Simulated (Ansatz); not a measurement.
The starting structures come from a database of crystals and need not be the phases stable at ambient conditions.

By LDA, the system below comes out a metal.

A figure of merit of an interconnect metal is its ballistic conductance per area.

```
NbN
1.0
    2.95168     0.00000     0.00000
   -1.47584     2.55623     0.00000
    0.00000     0.00000     5.89819
Nb N
2 2
Direct
  0.00000   0.00000   0.50000
  0.00000   0.00000   0.00000
  0.66667   0.33333   0.25000
  0.33333   0.66667   0.75000
```

Space group of this cell: P6_3/mmc, NiAs type. The cell is taken as given; by LDA its mean pressure is -19.1 GPa.

The current flows along the normal of the first two printed cell vectors, the (001) plane of the conventional cell. No spin-orbit coupling; the value is a mean over 0.1 eV about the Fermi level.

Give the ballistic conductance per area that LDA (Ansatz, a program for electronic structure) yields.

0.44 × 10¹⁵ S/m² for both spins.
